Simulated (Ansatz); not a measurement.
The parent structure is CdTe in the zinc blende structure (space group F-43m, No. 216; a = 6.5576 Å).

The values are results of Ansatz (a program for electronic structure) r2SCAN, scalar-relativistic without spin-orbit coupling, not measurements.

One change was made to it. Results:

The lattice parameter a falls by 0.331 Å, from 6.558 Å to 6.227 Å; the band gap rises by 0.508 eV, from 1.17 eV to 1.67 eV; the electron mass goes from 0.090 mₑ (at Γ) to 0.11 mₑ (at Γ).

Question: What was done to the base?
A. pressure 30 GPa
B. pressure 0.9 GPa
C. pressure 9 GPa

Answer: C, pressure 9 GPa. For comparison, the band gap in the other runs: pressure 30 GPa gives 2.05 eV; pressure 0.9 GPa gives 1.23 eV.

Spin-orbit coupling, missing from the scalar runs, can matter with Te. Load acts through the strain it causes; cell and atoms are relaxed under it. Effective masses come from finite differences of ±0.01 Å⁻¹. No phonon test of stability was made. Measured, CdTe leaves this structure (for cinnabar) near 3.53 GPa (temperature not stated; as listed in Datta, Sujoy, Jana, Debnarayan, arXiv (2020)), on rising pressure, with hysteresis.
